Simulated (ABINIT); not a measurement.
## A short convergence ladder for NiTe2 (P3m1, 3 atoms in the cell)

```
CELL_PARAMETERS angstrom
      3.88675     0.00000     0.00000
     -1.94337     3.36602     0.00000
      0.00000     0.00000     5.38866
ATOMIC_POSITIONS crystal
  Ni 0.00000 0.00000 0.00928
  Te 0.33333 0.66667 0.24192
  Te 0.66667 0.33333 0.75808
```

Base method: PBEsol, norm-conserving pseudopotentials (PseudoDojo nc-sr-04 PBEsol standard) (plane waves; ABINIT).

Base settings: pseudos = [Ni.upf, Te.upf]; ecut = 49 Ha; ixc = -116133; occopt = 7; tsmear = 0.1 eV; ngkpt = 4 4 2; nshiftk = 1; shiftk = 0 0 0; potentials = PseudoDojo nc-sr-04 PBEsol standard; nband = 33.

The count of work is k-points × plane waves × bands × iterations; it is no time. Core times come from one kind of shared machine, to one figure; runs under 30 s give none.

**The plane-wave cutoff**

The mesh stays at the base's, so the ladder's end is converged at best in this setting alone.

Only quantities that move along the ladder and can be compared are tabulated.

| ecut | free energy less the last step's (meV/atom) | pressure (GPa) | largest difference of a force vector from the last step's (eV/Å) | count of work / last | core time / last (rough) |
|---|---|---|---|---|---|
| 17 Ha | 71535.43 | -1317.00 | 0.425 | 0.15 | 0.2 |
| 22 Ha | 20043.82 | -554.38 | 0.590 | 0.23 | 0.2 |
| 27 Ha | 4668.81 | -181.02 | 0.095 | 0.34 | 0.3 |
| 44 Ha | 2.96 | -3.61 | 0.000 | 0.75 | 0.6 |
| 49 Ha | 0.00 | -3.21 | 0.000 | 1.0 | 1 |

Coarsest ecut that holds the free energy within 5 meV/atom: not settled: the last two steps still differ by 3.0 meV/atom, over half the tolerance, so the ladder does not show it.

Coarsest ecut that holds the pressure within 1 GPa of the last step, with all finer ones: 44 Ha; the step before is off by 180 GPa.

Coarsest ecut that holds the forces within 0.01 eV/Å of the last step, with all finer ones: 44 Ha; the step before is off by 0.095 eV/Å.

At the lowest cutoff the pressure lies 1310 GPa under the last step's, the usual sign of Pulay stress in an incomplete plane-wave basis.

On the base run: the starting cell comes from a database of computed structures (which also holds hypothetical and non-ambient phases and stackings), without a prior relaxation at this level. Its lattice was rescaled by up to half a per cent. One atom was moved a little off its site on purpose. Spin polarisation is off, so a magnetic state, if there is one, cannot be reached. In the base run, with a pressure of about -3 GPa the cell is away from its equilibrium volume at this level. Without a gap this mesh is coarse (it stands for a supercell whose shortest vector is 11 Å).
